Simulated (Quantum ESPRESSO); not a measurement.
**A series of runs on In2Ag (I4/mcm, 6 atoms in the cell)**

```
In2Ag
1.0
   -3.51378     3.51378     2.86985
    3.51378    -3.51378     2.86985
    3.51378     3.51378    -2.86985
In Ag
4 2
Direct
  0.65630   0.15630   0.81260
  0.15630   0.34370   0.50000
  0.34370   0.84370   0.18740
  0.84370   0.65630   0.50000
  0.25000   0.25000   0.00000
  0.75000   0.75000   0.00000
```

Base run A: LDA (PZ), PSlibrary ultrasoft (LDA) pseudopotentials (Quantum ESPRESSO 7.5), self-consistent single point.

Its settings: ecutwfc = 50 Ry; ecutrho = 300 Ry; occupations = smearing; smearing = methfessel-paxton; degauss = 0.0099958 Ry; potentials = {In: In.pz-dn-rrkjus_psl.1.0.0.UPF, Ag: Ag.pz-n-rrkjus_psl.1.0.0.UPF}; K_POINTS = automatic 6 6 6 0 0 0; conv_thr = 1e-10 Ry; mixing_beta = 0.7.

The starting cell comes from a database of published, mostly measured structures (it also holds non-ambient and calculated ones), without a prior relaxation at this level. Its lattice was rescaled by a random factor within 2.5 % of one. In the base run, with a pressure of about -8 GPa the cell is away from its equilibrium volume at this level.

Runs:
- B: ecutwfc: 50 Ry → 40 Ry; ecutrho: 300 Ry → 320 Ry; pseudopotentials: {In: In.pz-dn-rrkjus_psl.1.0.0.UPF, Ag: Ag.pz-n-rrkjus_psl.1.0.0.UPF} → {In: in_lda_v1.4.uspp.F.UPF, Ag: ag_lda_v1.4.uspp.F.UPF}
- C: ecutwfc: 50 Ry → 90 Ry; ecutrho: 300 Ry → default; pseudopotentials: {In: In.pz-dn-rrkjus_psl.1.0.0.UPF, Ag: Ag.pz-n-rrkjus_psl.1.0.0.UPF} → {In: In.upf, Ag: Ag.upf} [LDA (PW92)]
- D: pseudopotentials: {In: In.pz-dn-rrkjus_psl.1.0.0.UPF, Ag: Ag.pz-n-rrkjus_psl.1.0.0.UPF} → {In: In.pz-dn-kjpaw_psl.1.0.0.UPF, Ag: Ag.pz-n-kjpaw_psl.1.0.0.UPF}

```json
[
 {"run": "A", "pressure (GPa)": "-8.31", "largest force (eV/Å)": "0.003", "valence electrons": "74"},
 {"run": "B", "pressure (GPa)": "-7.95", "largest force (eV/Å)": "0.006", "valence electrons": "90"},
 {"run": "C", "pressure (GPa)": "-6.68", "largest force (eV/Å)": "0.003", "valence electrons": "90"},
 {"run": "D", "pressure (GPa)": "-8.31", "largest force (eV/Å)": "0.003", "valence electrons": "74"}
]
```

Run C against A: The pressure goes from -8.31 to -6.68 GPa and the largest force stays at 0.003 eV/Å.

Run B against A: The pressure goes from -8.31 to -7.95 GPa and the largest force moves little (0.003 to 0.006 eV/Å).
